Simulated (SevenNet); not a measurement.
**Cubic perovskite KMgF3**

Calculation: the machine-learned potential SevenNet-l3i5 (trained on PBE and PBE+U data).

Cell (relaxed at this level):

```cif
data_F3KMg
_chemical_formula_sum 'K1 Mg1 F3'
_space_group_name_H-M_alt 'P 1'
_space_group_IT_number 1
_cell_length_a 4.05202
_cell_length_b 4.05202
_cell_length_c 4.05202
_cell_angle_alpha 90.000
_cell_angle_beta 90.000
_cell_angle_gamma 90.000
loop_
_space_group_symop_operation_xyz
  'x, y, z'
loop_
_atom_site_label
_atom_site_type_symbol
_atom_site_fract_x
_atom_site_fract_y
_atom_site_fract_z
_atom_site_occupancy
K1 K 0.00000 0.00000 0.00000 1
Mg1 Mg 0.50000 0.50000 0.50000 1
F1 F 0.50000 0.00000 0.50000 1
F2 F 0.00000 0.50000 0.50000 1
F3 F 0.50000 0.50000 0.00000 1
```

- bulk modulus B0: 66.3 GPa
- elastic constant C11: 124 GPa
- elastic constant C12: 37.7 GPa
- elastic constant C44: 43.0 GPa

Measured, for comparison: elastic constant C11 138 ± 0.2 GPa (temperature not stated, no zero-point or thermal correction, our sources range from 132 to 138; as tabulated in Vaitheeswaran et al. (2007), arXiv:cond-mat/0703621); elastic constant C12 43.6 ± 0.2 GPa (temperature not stated, no zero-point or thermal correction, our sources range from 39.6 to 43.6; as tabulated in Vaitheeswaran et al. (2007), arXiv:cond-mat/0703621); elastic constant C44 49.8 ± 0.08 GPa (temperature not stated, no zero-point or thermal correction, our sources range from 48.5 to 49.8; as tabulated in Vaitheeswaran et al. (2007), arXiv:cond-mat/0703621). Computed (rounded) less measured: elastic constant C11 -10 % (-6 % to -10 % over the range), elastic constant C12 -14 % (-5 % to -14 % over the range), elastic constant C44 -14 % (-11 % to -14 % over the range).

A machine-learned potential is trained on density-functional data: it inherits that level's misses and adds fitting errors of its own.

Elastic constants are with the ions relaxed.
